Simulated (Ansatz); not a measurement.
```xyz
4
Lattice="3.8276 0.0000 0.0000 -1.9138 3.2755 0.0000 0.0000 0.0000 6.2077" Properties=species:S:1:pos:R:3 pbc="T T T"
Zn     0.0000     2.1833    -0.0010
Zn     1.9138     1.0921     3.1028
S      0.0000     2.1735     2.3289
S      1.9138     1.1020     5.4327
```

No spin polarisation.

Computed with PBEsol, PAW, 420 eV (Ansatz, a quantum-chemistry and plane-wave program; no spin-orbit coupling). Settings: 10×10×6 k-points, 0.05 eV Fermi–Dirac smearing.

### Question
Predict the hole mass.

### Answer
0.17 mₑ along y, 1.6 mₑ across (at Γ).

### Question
What valence-band top at Γ (three highest levels, from the VBM) does the calculation give?

### Answer
0.00, -0.05, -0.08 eV.

### Question
What stress (xx, yy, zz, yz, xz, xy; compression positive) does the calculation give?

### Answer
(-1.48, -0.70, -0.54, 0.00, 0.00, 0.00) GPa.

### Question
What is the computed gap character?

### Answer
Direct at Γ.

The cells carry an imposed strain or load. Masses are band curvatures over ±0.01 Å⁻¹ around the edge. Whether these cells are dynamically stable was not tested. The cell was made from ZnS in the wurtzite structure (space group P6_3mc, No. 186) by this change: uniaxial strain ε_xx = +1.20 %.
